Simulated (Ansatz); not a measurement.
Abridged Ansatz (a quantum-chemistry and plane-wave program) output:

```
Pseudopotential: Cs, paw, valence charge 9
Pseudopotential: Bi, paw, valence charge 15
Crystal: 4 atoms, lattice volume = 205.565 Å³
Basis set: ecut = 500 eV, 5161 PW (Γ), exchange–correlation on 200×200×200 points (64 copies of the dense FFT grid, shifted against one another)
Bands: 25, of which v1, the nominal top of the filled ones, is band 21 counted from 1 (20 counted from 0)
Symmetry: 48 space group operations
k-points: 35 of 729
Functional: x = r2scan, c = r2scan; τ floored in thin density (d = 2e-4 eV/Å³)
SCF iter   1: F=—  HF=-29470.825089 eV  |F-HF|=—  |Δ(HF+E_count)|=         —  Δρ=4.98e-3  dr2=2.06e-1  dr2_τ=2.93e-3  ethr=1.77e-3  ⟨swp⟩=7.7  Hψ=4915  notcnv=0
SCF iter   2: F=—  HF=-29470.804021 eV  |F-HF|=—  |Δ(HF+E_count)|=   2.11e-2  Δρ=1.98e-3  dr2=2.13e-2  dr2_τ=8.03e-4  ethr=4.89e-4  ⟨swp⟩=3.0  Hψ=1546  notcnv=0
SCF 1 converged in 8 iterations: F = -29470.801846 eV  dr2 = 1.47e-10
SCF converged after 8 iterations
Free energy (F): -29470.801846 eV
Internal energy: -29470.801841 eV  (E = F + TS)
E sigma→0 (E₀):  -29470.801844 eV
Entropy (-TS):   -0.000005 eV (-0.001 meV/atom)
Fermi energy:    6.479293 eV
--- Forces (eV/Å), atoms counted from 1 ---
  atom   1  Cs    -0.00000000    -0.00000000    -0.00000000
  atom   2  Cs    -0.00000000     0.00000000     0.00000000
  atom   3  Cs     0.00000000    -0.00000000    -0.00000000
  atom   4  Bi    -0.00000000     0.00000000     0.00000000
--- Stress (GPa, compression-positive) ---
        0.000832       0.000000       0.000000
        0.000000       0.000832       0.000000
       -0.000000      -0.000000       0.000832
  P = ⅓ Tr σ = 0.0008 GPa (0.008 kbar)
```

Problem. What was computed, and what are the main results?

Solution. Cs3Bi, 4 atoms in the cell, with r2SCAN in Ansatz (plane waves to 500 eV, PAW, no spin-orbit coupling). The last SCF converged to F = -29470.801846 eV, or -7367.7005 eV per atom, at a pressure of 0.00 GPa. The total energy compares only with runs of the same code, potentials and settings.

Spin-orbit coupling, missing from the scalar runs, can matter with Bi. No phonon test of stability was made. The cell is Cs3Bi (space group Fm-3m, No. 225; a cell from a computed database, its experimental status unchecked).
